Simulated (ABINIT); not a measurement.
Band structure of Ca (Fm-3m, 1 atom in the cell).

```yaml
crystal:
  lattice:
    - [0.00000, 2.74352, 2.74352]
    - [2.74352, 0.00000, 2.74352]
    - [2.74352, 2.74352, 0.00000]
  atoms:
    - { symbol: Ca, position: [0.00000, 0.00000, 0.00000] }
```

Level of theory: PBEsol, PAW (JTH v2.0 PBE PAW, files made for PBE) (plane waves; ABINIT).

Settings: pseudos = [Ca.GGA_PBE-JTH.xml]; ecut = 20 Ha; pawecutdg = 40 Ha; pawxcdev = 0; ixc = -116133; occopt = 7; tsmear = 0.2 eV; ngkpt = 8 8 8; nshiftk = 1; shiftk = 0 0 0; potentials = JTH v2.0 PBE PAW; kptopt = 1; nstep = 100.

The starting cell comes from a database of computed structures (which also holds hypothetical and non-ambient phases and stackings), without a prior relaxation at this level. Its lattice was rescaled by a random factor within 2.5 % of one. The potentials were made for another functional than the one used.

Levels in eV from the Fermi level, bands 2 to 9:
```json
[
 {"point": "Γ", "2": "-22.76", "3": "-22.76", "4": "-22.76", "5": "-4.04", "6": "2.39", "7": "2.39", "8": "2.39", "9": "3.49"},
 {"point": "X", "2": "-22.90", "3": "-22.81", "4": "-22.81", "5": "-0.45", "6": "0.58", "7": "1.02", "8": "4.20", "9": "4.39"},
 {"point": "W", "2": "-22.86", "3": "-22.86", "4": "-22.82", "5": "0.22", "6": "0.72", "7": "0.72", "8": "2.63", "9": "4.39"},
 {"point": "K", "2": "-22.88", "3": "-22.85", "4": "-22.80", "5": "0.04", "6": "0.43", "7": "0.87", "8": "3.34", "9": "4.11"},
 {"point": "L", "2": "-22.91", "3": "-22.78", "4": "-22.78", "5": "-0.98", "6": "-0.12", "7": "2.27", "8": "2.27", "9": "4.20"},
 {"point": "U", "2": "-22.88", "3": "-22.85", "4": "-22.80", "5": "0.04", "6": "0.43", "7": "0.87", "8": "3.34", "9": "4.11"}
]
```

Bands cross the Fermi level along this path, so the cell is metallic at this level.
